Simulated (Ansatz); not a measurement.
# ZnO: alloy series

Base system: ZnO in the wurtzite structure (space group P6_3mc, No. 186).

```yaml
crystal:
  lattice:
    - [3.27960, 0.00000, 0.00000]
    - [-1.63980, 2.84021, 0.00000]
    - [0.00000, 0.00000, 5.29330]
  atoms:
    - { symbol: Zn, position: [0.66667, 0.33333, 0.00215] }
    - { symbol: Zn, position: [0.33333, 0.66667, 0.50215] }
    - { symbol: O, position: [0.66667, 0.33333, 0.62305] }
    - { symbol: O, position: [0.33333, 0.66667, 0.12305] }
```

The other end (x = 1) is ZnS in the wurtzite structure (space group P6_3mc, No. 186): 20.19 Å³/atom, gap 2.08 eV.

S replaces a fraction x of O; each row is one arrangement (x, atoms in the cell, starting space group or random), fully relaxed.

All numbers come from plane-wave PAW DFT at the PBE level (Ansatz, a program for electronic structure, 420 eV), without spin-orbit coupling.

### Question
Only one of these has no band gap. Which?
A) x(S) = 0.667, 12 atoms, Cmc2_1
B) x(S) = 0.333, 12 atoms, P31m
C) x(S) = 0.333, 12 atoms, P3m1
D) x(S) = 0.333, 12 atoms, R3
E) x(S) = 0.667, 12 atoms, Cm

### Answer
C, x(S) = 0.333, 12 atoms, P3m1. Computed: x(S) = 0.333, 12 atoms, P3m1: zero; x(S) = 0.667, 12 atoms, Cm: 0.38 eV; x(S) = 0.333, 12 atoms, R3: 0.64 eV; x(S) = 0.333, 12 atoms, P31m: 0.61 eV; x(S) = 0.667, 12 atoms, Cmc2_1: 0.79 eV

These are small ordered cells, not random alloys; other orderings at the same x differ. Stability against distortions was not tested. All final runs are without spin polarisation. The zero or small gap of Zn3SO2 can change with the level of theory.
